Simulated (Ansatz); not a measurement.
Si: band gap against strain

Si (diamond, Fd-3m, 20.172 Å³/atom at rest, cube axes along x, y and z) under a strain ε along a cube axis (axis z), the other axes held. r2SCAN in Ansatz, a plane-wave DFT program (PAW, default set), 500 eV, 10×10×10 Γ-centred mesh, Fermi-Dirac smearing 0.05 eV; ions are relaxed within the symmetry of each cell. Gaps are the smallest over the k-mesh and a band path, without spin-orbit coupling; in all rows the valence edge lies at Γ and the conduction edge at about 1.0 Å⁻¹ from Γ.

Here s stands for strain and Eg for gap.

```
strain (%)  gap (eV)
----------  --------
-3.00              ?
-1.50           0.58
-1.00           0.64
-0.50           0.71
0.00            0.78
```

**Question.** Fit Eg against s with a straight line, and predict the withheld value at s = -3.00.

**Answer.** Means: s -0.75000, Eg 0.677. About the means, the sum of products is 0.16750 and the sum of squares of s is 1.2500; the slope is their ratio. Least squares gives Eg = 0.778 + 0.1340·s. Residuals (row less fit): 0.003, -0.004, -0.001, 0.002; standard error 0.004 (degrees of freedom: 2). Over these rows the gap moves by 13 ± 0.3 eV per unit strain. At the withheld row, Eg = 0.778 + 0.1340 × (-3.0) = 0.376 eV. The calculation gives 0.38 eV, which the fit meets to the printed digits. The row lies outside the fitted rows, so this is an extrapolation. The fitted rows scatter only by rounding.

Rows are the converged runs of the series near zero and its far end; series whose fitted rows scatter by over a few per cent of the range, as at a crossing or softening among them, aren't shown in this form. Most that stay on the fit to the last digits aren't either.
